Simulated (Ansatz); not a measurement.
Effective masses and thermopower of BAs (R3m)

Data:

```xyz
2
Lattice="0.0318 2.3775 2.3775 2.3775 0.0318 2.3775 2.3775 2.3775 0.0318" Properties=species:S:1:pos:R:3 pbc="T T T"
B      0.0032     0.0032     0.0032
As     1.1935     1.1935     1.1935
```

Level of theory: r2SCAN with spin-orbit coupling, rigid bands (plane waves, PAW; Ansatz, an electronic-structure program). Condition of this run: biaxial stress in (111) of 6.4 GPa (compression positive) (the target of the relaxation). Geometry: cell and atoms relaxed with PBEsol, then loaded as said.

| Item | Value |
|---|---|
| band gap | 1.18 eV |
| electron conductivity mass (300 K, dilute) | 0.30 mₑ |
| hole conductivity mass (300 K, dilute) | 0.31 mₑ |
| effective density of states N_c (300 K) | 3.7e19 cm⁻³ |
| effective density of states N_v (300 K) | 4.9e18 cm⁻³ |
| density-of-states mass, electrons | 1.29 mₑ |
| density-of-states mass, holes | 0.34 mₑ |
| Seebeck coefficient, n-type 1e19 cm⁻³, 300 K | -329 μV/K |
| best n-type power factor at 300 K for τ = 10 fs (best axis; densities from 1e16 to 1e21 cm⁻³ tried, whether or not they can be reached) | 20 μW/(cm·K²) at 1e20 cm⁻³ |
| Seebeck coefficient, p-type 1e19 cm⁻³, 300 K | 206 μV/K |

Rigid bands; masses and Seebeck coefficients take one relaxation time τ for all states and one kind of carrier; polarons and phonon drag are left out. Geometry: cell and atoms relaxed with PBEsol.
